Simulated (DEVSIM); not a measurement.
System: Pt/La2O3/p-Ge capacitor, at 300 K.

Layer 1 from the left is La2O3, thickness (nm) 17.0. Layer 2 from the left is Ge, thickness (nm) 380, Na (cm⁻³) 2.4e18.

Metal gate on the left, work function 5.6 eV. Fixed charge at the semiconductor interface 0 cm⁻² (in units of +e); interface traps 2e12 cm⁻² eV⁻¹, uniform in energy, neutral level at 0.3 of the gap above the valence band.

Constants are typed, rounded textbook-type inputs, not results; the design itself was drawn at random and stands for no fabricated device. Values at 300 K.

La2O3: gap (eV) 5.8, affinity (eV) 1.8, permittivity 27. Ge: gap (eV) 0.664, affinity (eV) 4, permittivity 16, Nc (cm⁻³) 1.04e19, Nv (cm⁻³) 6e18.

DEVSIM, 1D Poisson equation in equilibrium, Boltzmann statistics, complete ionisation; no quantum confinement or tunnelling. Metal contacts follow the ideal Schottky-Mott rule: no Fermi-level pinning, no interface dipoles.

### Question
What does the simulation give for the flat-band voltage, the threshold voltage (band bending 2φF), the minimum of the low-frequency capacitance?

### Answer
flat-band voltage 0.92 V; threshold voltage (band bending 2φF) 2.24 V; minimum of the low-frequency capacitance 0.617 μF/cm².
